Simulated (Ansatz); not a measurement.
**How a calculation on Fe3Se4 (P-3m1, 7 atoms in the cell) responds to its settings**

```
CELL_PARAMETERS angstrom
      3.51145     0.00000     0.00000
     -1.75572     3.04101     0.00000
      0.00000     0.00000    11.58449
ATOMIC_POSITIONS crystal
  Fe 0.00000 0.00000 0.24574
  Fe 0.00000 0.00000 0.75426
  Fe 0.00000 0.00000 0.50000
  Se 0.33333 0.66667 0.36886
  Se 0.66667 0.33333 0.63114
  Se 0.66667 0.33333 0.13570
  Se 0.33333 0.66667 0.86430
```
Moments meant for the start (each program seeds them in its own way; μB, in the order of the atoms Fe Fe Fe Se Se Se Se): 4.0 4.0 4.0 0.0 0.0 0.0 0.0.

Base run A: PBEsol, default PAW files made with PBE run with Ansatz (an electronic-structure program), self-consistent single point.

Its settings: kpoints.mp_grid.grid = 7 7 2; hamiltonian.xc = pbesol; hamiltonian.pseudopotentials = {kind: paw} (the program's default PAW files); magnetization.spin_polarized = true; scf.occupations.method = methfessel_paxton; scf.occupations.width = 0.2 eV.

The starting cell comes from a database of computed structures (which also holds hypothetical and non-ambient phases and stackings), without a prior relaxation at this level. The magnetic order is the one reached from the typed start; others were not searched systematically. In the base run, with a pressure of about -6 GPa the cell is away from its equilibrium volume at this level. Ansatz's pressure includes its estimate of the finite-basis (Pulay) stress.

ΔF is the free energy per atom less that of run A. 

```json
[
 {"run": "A", "scf.mixing.algorithm, scf.mixing.ndim": "default (the program chose MSR1), default", "ΔF (meV/atom)": "0.00", "pressure (GPa)": "-5.53", "largest force (eV/Å)": "0.364", "size of the net moment (μB/atom)": "0.78", "iterations": "24"},
 {"run": "B", "scf.mixing.algorithm, scf.mixing.ndim": "anderson, default", "ΔF (meV/atom)": "0.00", "pressure (GPa)": "-5.53", "largest force (eV/Å)": "0.364", "size of the net moment (μB/atom)": "0.78", "iterations": "28"},
 {"run": "C", "scf.mixing.algorithm, scf.mixing.ndim": "anderson, 12", "ΔF (meV/atom)": "0.00", "pressure (GPa)": "-5.53", "largest force (eV/Å)": "0.364", "size of the net moment (μB/atom)": "0.78", "iterations": "24"},
 {"run": "D", "scf.mixing.algorithm, scf.mixing.ndim": "broyden, default", "ΔF (meV/atom)": "0.00", "pressure (GPa)": "-5.53", "largest force (eV/Å)": "0.364", "size of the net moment (μB/atom)": "0.78", "iterations": "28"},
 {"run": "E", "scf.mixing.algorithm, scf.mixing.ndim": "broyden, 1", "ΔF (meV/atom)": "0.00", "pressure (GPa)": "-5.53", "largest force (eV/Å)": "0.364", "size of the net moment (μB/atom)": "0.78", "iterations": "45"},
 {"run": "F", "scf.mixing.algorithm, scf.mixing.ndim": "msr1, default", "ΔF (meV/atom)": "0.00", "pressure (GPa)": "-5.53", "largest force (eV/Å)": "0.364", "size of the net moment (μB/atom)": "0.78", "iterations": "24"},
 {"run": "G", "scf.mixing.algorithm, scf.mixing.ndim": "msr1, 2", "ΔF (meV/atom)": "0.00", "pressure (GPa)": "-5.53", "largest force (eV/Å)": "0.364", "size of the net moment (μB/atom)": "0.78", "iterations": "55"}
]
```

Runs B, C, D, E, F, G gave the same state as A (within 1 meV/atom and 0.1 μB a site). The fewest iterations to that state were 24 (A, C, F); the most were 55.

Keys are those of Ansatz 0.2.
